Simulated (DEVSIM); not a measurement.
Device: TaN/La2O3/n-Ge capacitor, at 250 K.

Layer 1 from the left is La2O3, thickness (nm) 11.0. Layer 2 from the left is Ge, thickness (nm) 1600, Nd (cm⁻³) 1.3e17.

Metal gate on the left, work function 4.4 eV. Fixed charge at the semiconductor interface 2.6e11 cm⁻² (in units of +e); no interface traps.

This is a model device: material constants are rounded textbook-type values typed into the input, and sizes, dopings and lifetimes were drawn at random. Values at 300 K; Nc and Nv go as T^1.5, mobilities as T to minus their exponent, the gap by Varshni's rule with the affinity fixed.

La2O3: gap (eV) 5.8, affinity (eV) 1.8, permittivity 27. Ge: gap (eV) 0.664, affinity (eV) 4, permittivity 16, Nc (cm⁻³) 1.04e19, Nv (cm⁻³) 6e18, Varshni α (eV/K) 0.000477, Varshni β (K) 235.

Model (solved in DEVSIM): 1D Poisson equation in equilibrium, Boltzmann statistics, complete ionisation; no quantum confinement or tunnelling. Metal contacts follow the ideal Schottky-Mott rule: no Fermi-level pinning, no interface dipoles.

**Question.** What does the simulation give for the threshold voltage (band bending 2φF), the flat-band voltage?

**Answer.** threshold voltage (band bending 2φF) -0.31 V; flat-band voltage 0.29 V.
